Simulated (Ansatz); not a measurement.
Given:

```xyz
4
Lattice="3.1560 0.0000 0.0000 -1.5780 2.7332 0.0000 0.0000 0.0000 5.1426" Properties=species:S:1:pos:R:3 pbc="T T T"
Ga     1.5780     0.9111     2.5674
Ga     0.0000     1.8221     5.1387
N      1.5780     0.9111     4.5036
N      0.0000     1.8221     1.9323
```

The numbers are results of PBEsol, rigid bands (plane waves, PAW, scalar-relativistic; Ansatz, an electronic-structure program), not measurements. Condition of this run: hydrostatic pressure 5 GPa (the target of the relaxation). Cell: cell and atoms relaxed with PBEsol, then loaded as said.

Task: Predict the hole conductivity mass (n e² τ/σ) at 300 K, by direction if it differs.

Result: 1.38 (x), 1.38 (y), 1.79 (z) mₑ.

Task: Predict the electron conductivity mass (n e² τ/σ) at 300 K, by direction if it differs.

Result: 0.198 (x), 0.198 (y), 0.178 (z) mₑ.

Task: And the band gap?

Result: 2.04 eV at this level; semilocal functionals usually fall short of the measured gap.

Rigid bands, one relaxation time for all states, no polarons. Spin-orbit coupling is left out; where it splits the top of the valence band it changes the hole mass and lowers the gap by about a third of the splitting.
